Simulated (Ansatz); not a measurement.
Results of r²SCAN+rVV10 (Ansatz, a quantum-chemistry and plane-wave program, plane waves, PAW) for Ce5Si3 (within 0.1 Å of I4/mcm, No. 140; cell taken from a computed entry).

Run with plane-wave cutoff 500 eV, 6×6×6 k mesh, Fermi–Dirac smearing 0.05 eV, spin-polarised start, scalar-relativistic PAW data made under PBE.

Computed at the level's own relaxed cell.

Give the computed volume per atom.


- volume per atom = 24.54 Å³/atom

Note: the magnetic order was assumed, not searched for or taken from measurement; the 4f shell is treated without U or exact exchange, so its levels and filling can be wrong.

Spin–orbit coupling is not included.

The computed numbers hold no vibrational or temperature effects.

It cost roughly 70 core-minutes of CPU time.
